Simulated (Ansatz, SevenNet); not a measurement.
For Bi₄Te₃ (R-3m, No. 166, 7 atoms in the cell; start COD 9011203), the machine-learned potential SevenNet-0 (trained on PBE and PBE+U data) gives:

| Item | Result |
|---|---|
| equilibrium lattice constant a | 4.502 Å |
| c axis length | 42.995 Å |

Question: What does r²SCAN+rVV10 (Ansatz, a quantum-chemistry and plane-wave program, plane waves, PAW) give for the same quantities?

Answer: 
- lattice constant a: 4.448 Å (drops by 1.2 %)
- lattice parameter c: 42.734 Å (falls by 0.6 %)

Changes are worked out from the printed values.

Unless a cell is named, each level is at its own relaxed cell (SevenNet-0 35.94, r²SCAN+rVV10 34.87 Å³/atom).

Levels without +SOC leave out spin–orbit coupling, which shifts energies and cells of such heavy elements.

Caveats: the relaxation could not lower the start's symmetry, so the cell can be a saddle point above a distorted one (SevenNet-0). Ansatz's density-functional and Hartree–Fock values are scalar-relativistic unless marked +SOC, with PAW data made under PBE.
